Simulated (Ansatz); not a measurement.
The parent structure is GaSb in the zinc blende structure (space group F-43m, No. 216; a = 6.1324 Å). Axes: x, y, z lie along the cube axes.

Level of theory: plane-wave PAW DFT at the r2SCAN level (Ansatz, a quantum-chemistry and plane-wave program, 500 eV), no SOC.

Base values:

The valence-band top at Γ is 0.00, 0.00, 0.00 eV and the band gap is 0.41 eV. The pressure comes out as 0.1 kbar.

Perturbation: the cell is stretched by 1.39 % along z with no lateral relaxation; the atoms relax in the strained cell.

**Question.** What does the calculation give for the valence-band top at Γ, energy relative to the base, band gap and pressure after the change?

**Answer.** The valence-band top at Γ (three highest levels, from the VBM) becomes 0.00, 0.00, -0.08 eV (base: 0.00, 0.00, 0.00 eV); the energy goes up by 1.5 meV/atom; the band gap falls by 0.13 eV, from 0.41 eV to 0.28 eV; the pressure (mean of the normal stresses, compression positive) drops by 7.13 kbar (0.1 kbar → -7.1 kbar).

With Sb present, leaving out spin-orbit coupling can change the band edges. Whether these cells are dynamically stable was not tested. A zero or small gap of GaSb under uniaxial strain ε_zz = +1.39 % can be the functional's error rather than a property of the material.
